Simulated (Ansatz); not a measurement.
The starting structures come from a database of crystals and need not be the phases stable at ambient conditions.

By PBEsol, the system below comes out a metal.

The ballistic (Sharvin) conductance counts the channels at the Fermi level: G/A = (e²/h) × channels of both spins per area.

Given:

```
AuMg
1.0
    3.27354     0.00000     0.00000
    0.00000     4.62948     0.00000
    0.00000     2.31474     2.31474
Mg Au
1 1
Direct
  0.50000   0.50000   0.00000
  0.00000   0.00000   0.00000
```

The cell is taken as given; by PBEsol it stands under a pressure of -1.3 GPa.

The current flows along the normal of the first two printed cell vectors, the (110) plane of the conventional cell. No spin-orbit coupling; the value is a mean over 0.1 eV about the Fermi level.

Question: State the ballistic conductance per area according to PBEsol (Ansatz, a quantum-chemistry and plane-wave program).

Answer: 0.85 × 10¹⁵ S/m² for both spins.
